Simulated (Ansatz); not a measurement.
Start from HfN in the rock salt structure (space group Fm-3m, No. 225; a = 4.468 Å; relaxed with 0.1 eV smearing).

Method: DFT with LDA, PAW potentials and a 420 eV plane-wave cutoff in Ansatz (a quantum-chemistry and plane-wave program), scalar-relativistic without spin-orbit coupling.

For the base:

Pressure: 0.0 GPa

Modification: an isotropic linear strain of +1.00 %, atoms relaxed at fixed cell.

Q: How does this affect the pressure?

A: The pressure goes from zero to -8.4 GPa.

Q: How does this affect the energy relative to the base?

A: The energy goes up by 9.1 meV/atom.

No phonon test of stability was made. All final runs are without spin polarisation. An odd electron count without spin: HfN.
